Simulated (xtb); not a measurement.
xtb 6.7.1, GFN1-xTB: Ni(Br)2(tmeda) (C[N]1(C)CC[N](C)(C)->[Ni]<-1([Br])[Br]), charge 0, multiplicity 3, 27 atoms. The geometry is a generated start, not checked to be a minimum at this level.

```json
{
 "run_flags": "--grad",
 "method": "GFN1-xTB",
 "--acc": "1 (default)",
 "--etemp (K)": "300 (default)",
 "basis_functions": "94",
 "valence_electrons": "74"
}
```

```xyz
27

Ni    -1.0311     0.8297     1.1401
Br    -2.5627    -0.3143     2.2017
Br    -0.8195     2.9959     1.3813
C     -2.2629    -0.3484    -1.5050
N     -1.0024     0.2556    -1.0631
C     -0.7192     1.4131    -1.9149
C      0.0840    -0.7302    -1.1573
C      1.2892    -0.3421    -0.2933
N      0.9345    -0.2060     1.1270
C      0.8475    -1.5228     1.7633
C      1.9607     0.5769     1.8226
H     -2.1967    -0.6857    -2.5479
H     -3.0624     0.3873    -1.4249
H     -2.5164    -1.1974    -0.8718
H     -0.6397     1.1150    -2.9696
H     -1.5222     2.1419    -1.8149
H      0.2089     1.8948    -1.6142
H     -0.3034    -1.6951    -0.8215
H      0.4173    -0.8437    -2.1997
H      1.6837     0.6168    -0.6382
H      2.0794    -1.0966    -0.4235
H      0.0905    -2.1359     1.2790
H      0.5642    -1.4035     2.8089
H      1.8130    -2.0452     1.7150
H      1.6848     0.6866     2.8709
H      2.0410     1.5709     1.3838
H      2.9396     0.0820     1.7661
```

Charge 0 and multiplicity 3 are set for this test and not shown to be the ground state. GFN-xTB has no spin term: --uhf 2 sets the occupations alone.

One run each on 1 thread. Values of broydamp tried: 0.02, 0.05, 0.1, 0.2, 0.4 (default), 0.6, 0.8, 1.

### Question
How does the count of SCC iterations change with broydamp, and where is it least?

### Answer
Fewest SCC iterations, within one of each other: 0.4 (default) with 13, 0.6 with 14. The count rises to 39 at 0.02. All converge to one solution.

```csv
broydamp,SCC iterations,end
0.02,39,same solution
0.05,29,same solution
0.1,16,same solution
0.2,15,same solution
0.4 (default),13,same solution
0.6,14,same solution
0.8,18,same solution
1,27,same solution
```
